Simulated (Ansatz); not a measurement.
**LaBr3 (P6₃/m, No. 176): smallest direct gap on the k points sampled by level of theory**

No measured value is used here.

**Question.** Put these levels in order of the smallest direct gap on the k points sampled that they give for LaBr3 (P6₃/m, No. 176), smallest first: BLYP (Ansatz, a quantum-chemistry and plane-wave program), HSE06 (Ansatz), r²SCAN (Ansatz), r²SCAN+SOC (Ansatz), r²SCAN0 (Ansatz).

**Answer.** BLYP (3.05 eV), r²SCAN+SOC (3.41 eV), r²SCAN (3.62 eV), HSE06 (4.66 eV), r²SCAN0 (5.67 eV)

At these levels the smallest gap is indirect and lower: BLYP 3.00 eV. Computed values are for a static lattice. Spin–orbit coupling is included only where a level's name says +SOC; with heavier elements it mostly lowers gaps and can invert bands.  Values are at the measured cell. Cutoffs and k meshes differ between the levels. Ansatz's density-functional and Hartree–Fock values are scalar-relativistic unless marked +SOC, with PAW data made under PBE.
